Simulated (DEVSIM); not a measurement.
Device: Mo/SiO2/n-Si capacitor, at 250 K.

| layer (left to right) | material | thickness (nm) | Nd (cm⁻³) |
|---|---|---|---|
| 1 | SiO2 | 6.20 | - |
| 2 | Si | 4100 | 4e15 |

Metal gate on the left, work function 4.6 eV. Fixed charge at the semiconductor interface -1.6e11 cm⁻² (in units of +e); interface traps 2.9e12 cm⁻² eV⁻¹, uniform in energy, neutral level at 0.7 of the gap above the valence band.

Constants are typed, rounded textbook-type inputs, not results; the design itself was drawn at random and stands for no fabricated device. Values at 300 K; Nc and Nv go as T^1.5, mobilities as T to minus their exponent, the gap by Varshni's rule with the affinity fixed.

```csv
parameter,SiO2,Si
gap (eV),9,1.124
affinity (eV),0.9,4.05
permittivity,3.9,11.7
Nc (cm⁻³),-,2.86e19
Nv (cm⁻³),-,3.1e19
Varshni α (eV/K),-,0.000473
Varshni β (K),-,636
```

Simulated with DEVSIM: 1D Poisson equation in equilibrium, Boltzmann statistics, complete ionisation; no quantum confinement or tunnelling. Metal contacts follow the ideal Schottky-Mott rule: no Fermi-level pinning, no interface dipoles.

Task: Tabulate band edges, carrier densities and field at -0.6 V on the gate.

Result: Energies count from the Fermi level of the right contact; mesh points crowd at the junctions.

```tsv
x (μm)	Ec (eV)	Ev (eV)	n (cm⁻³)	p (cm⁻³)	field (V/cm)
0.000	4.300	-4.700	< 1e2	< 1e2	-600000
0.001169	4.230	-4.770	< 1e2	< 1e2	-600000
0.003100	4.115	-4.885	< 1e2	< 1e2	-600000
0.005006	4.001	-4.999	< 1e2	< 1e2	-600000
0.006511	0.779	-0.357	4200	1.5e12	-27000
0.008247	0.775	-0.361	5200	1.2e12	-27000
0.01227	0.764	-0.372	8600	7.5e11	-26000
0.02571	0.729	-0.407	43000	1.5e11	-25000
0.05011	0.669	-0.467	700000	9.1e9	-24000
0.1033	0.551	-0.585	1.7e8	3.7e7	-21000
0.2266	0.343	-0.793	2.6e12	2500	-13000
0.6384	0.186	-0.950	3.9e15	< 1e2	-81
1.386	0.185	-0.951	4.0e15	< 1e2	≈ 0
2.694	0.185	-0.951	4.0e15	< 1e2	≈ 0
3.613	0.185	-0.951	4.0e15	< 1e2	≈ 0
3.888	0.185	-0.951	4.0e15	< 1e2	≈ 0
4.007	0.185	-0.951	4.0e15	< 1e2	≈ 0
4.061	0.185	-0.951	4.0e15	< 1e2	≈ 0
4.091	0.185	-0.951	4.0e15	< 1e2	≈ 0
4.100	0.185	-0.951	4.0e15	< 1e2	≈ 0
4.104	0.185	-0.951	4.0e15	< 1e2	≈ 0
4.106	0.185	-0.951	4.0e15	< 1e2	≈ 0
```
